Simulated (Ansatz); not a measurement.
Base system: HfO$_{2}$ in the CdI2 type structure (space group P-3m1, No. 164; a = 3.208 Å, c = 4.515 Å; a hypothetical phase, not in the database extracts checked; layered, stacked along the Cartesian z axis).

Method: Kohn–Sham DFT with the PBEsol-D3(BJ) functional, run in Ansatz (a first-principles code) with PAW and 420 eV plane waves, no spin-orbit coupling.

For the base:

| Item | Value |
|---|---|
| Lattice parameter a | 3.208 Å |
| c/a ratio | 1.407 |

Modification: cell and atoms relaxed at a pressure of 4.2 GPa.

Task: How does this affect the lattice parameter a and c/a ratio?

Result: The lattice parameter a shrinks by 0.0176 Å (3.208 Å → 3.191 Å); the c/a ratio drops by 0.0837 to 1.324.

Load acts through the strain it causes; cell and atoms are relaxed under it. Whether these cells are dynamically stable was not tested.
